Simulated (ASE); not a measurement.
BeS (zinc blende), cell Be32S32, with the crystal as the starting point [in the run: it stayed crystalline; mean temperature 979 K (target 1000 K)]; MD at a mean temperature of 979 K and a mean pressure of -0.1 GPa, 2.3 ps sampled (in preparation the cell's shape was held).

Predict the coordination of S (bonds up to Be-S 3.10 Å); first peak of g(Be-Be) from ASE with the machine-learned potential CHGNet 0.3.0.


The coordination of S (bonds up to Be-S 3.10 Å) is 4.00 (4-fold 100 %) and the first peak of g(Be-Be) comes out as 3.48 Å, height 4.6.
